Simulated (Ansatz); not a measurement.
The reference is TaC in the rock salt structure (space group Fm-3m, No. 225; a = 4.440 Å).

The values are results of Ansatz (an electronic-structure program) PBEsol, no SOC, not measurements.

Base values:

| Property | Value |
|---|---|
| Volume per atom | 10.94 Å³ |

It is then changed as follows: a negative pressure, −2 GPa.

Problem. How does this affect the volume per atom?

Solution. The volume per atom grows by 0.064 Å³ (10.94 Å³ → 11.01 Å³).

Load acts through the strain it causes; cell and atoms are relaxed under it. Stability against distortions was not tested. All final runs are without spin polarisation. An odd electron count without spin: TaC.
